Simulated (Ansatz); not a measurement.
# MgTe: energy against strain

MgTe (wurtzite, P6_3mc, 32.298 Å³/atom at rest, c along z) under an equal strain ε in the (0001) plane with the normal axis free, as in a coherent film. LDA in Ansatz, a plane-wave DFT program (PAW, default set), 420 eV, 9×9×5 Γ-centred mesh, Fermi-Dirac smearing 0.05 eV; ions are relaxed within the symmetry of each cell.

Here s stands for strain and y for E less E0.

```csv
strain (%),E less E0 (meV/atom)
-1.20,1.84
-0.60,0.46
0.00,0.00
0.60,0.45
1.20,1.78
3.00,?
```

Q: Using a parabola, estimate the missing y at s = 3.00 from the other rows, showing the fit.

A: Least squares gives y = 0.002 - 0.0217·s + 1.2560·s². Residuals (row less fit): 0.003, -0.007, -0.002, 0.009, -0.005; standard error 0.009 (degrees of freedom: 2). Twice the quadratic coefficient over the volume, 2 × 1.2560 meV × 10⁴ × 0.1602 / 32.298 Å³, is twice the biaxial elastic modulus of this plane = 125 ± 0.7 GPa. At the withheld row, y = 0.002 - 0.0217 × 3.0 + 1.2560 × 3.0² = 11.241 meV/atom. The calculation gives 10.81 meV/atom, 0.431 meV/atom below the prediction (4.0 % of the range of y in the table). The row lies outside the fitted rows, so this is an extrapolation. From the scatter of the fitted rows alone, a prediction at this place has a standard error of 0.059 meV/atom, so the miss is 7.3 times that.

One order more, fitted to all 11 runs of the series, follows each within 0.01, so the miss is the next term of a smooth law. Rows are the converged runs of the series near zero and its far end; series whose fitted rows scatter by over a few per cent of the range, as at a crossing or softening among them, aren't shown in this form. Most that stay on the fit to the last digits aren't either.
